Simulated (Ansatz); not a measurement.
# ZnSnP2 in the chalcopyrite structure (space group I-42d, No. 122)

```
CELL_PARAMETERS angstrom
     -2.85122     2.85122     5.71801
      2.85122    -2.85122     5.71801
      2.85122     2.85122    -5.71801
ATOMIC_POSITIONS crystal
  Zn 0.75000 0.25000 0.50000
  Zn 0.00000 0.00000 0.00000
  Sn 0.25000 0.75000 0.50000
  Sn 0.50000 0.50000 0.00000
  P  0.10273 0.12500 0.47773
  P  0.64727 0.62500 0.52227
  P  0.37500 0.89727 0.02227
  P  0.87500 0.35273 0.97773
```

Calculations: Ansatz (a first-principles code), PBE, PAW, cutoff 420 eV, no spin-orbit coupling, earlier PAW set. k-mesh 8×8×8 (Γ-centred); smearing 0.05 eV (Fermi–Dirac).

| Item | Result |
|---|---|
| Volume per atom | 23.24 Å³ |
| Density | 4.40 g/cm³ |
| Band gap | 0.68 eV, direct at Γ |
| Electron mass | 0.061 mₑ along c, 0.058 mₑ across |
| Total energy | -2713.881 eV/atom (σ→0; compares only within this code and set-up) |

Masses are band curvatures over ±0.01 Å⁻¹ around the edge. No phonon test of stability was made.
